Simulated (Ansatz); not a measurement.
Base system: KCl in the rock salt structure (space group Fm-3m, No. 225).

```
KCl
1.0
    0.00000     3.12135     3.12135
    3.12135     0.00000     3.12135
    3.12135     3.12135     0.00000
K Cl
1 1
Direct
  0.00000   0.00000   0.00000
  0.50000   0.50000   0.50000
```

Cartesian axes are those of the cell as printed.

All numbers come from PBEsol (Ansatz, an electronic-structure program, PAW, no spin-orbit coupling).

Before the change:

| Property | Result |
|---|---|
| Pressure | 0.01 GPa |

One thing is altered: biaxial strain −3.00 %, plane normal [001], relaxed out of plane (Cartesian); in-plane vectors clamped, the third vector and the atoms free.

Question: How does this affect the out-of-plane strain?

Answer: The out-of-plane strain amounts to +0.89 %.

Question: How does this affect the pressure?

Answer: The pressure (mean of the normal stresses, compression positive) rises by 1.20 GPa (0.01 GPa → 1.21 GPa).

Stability against distortions was not tested.
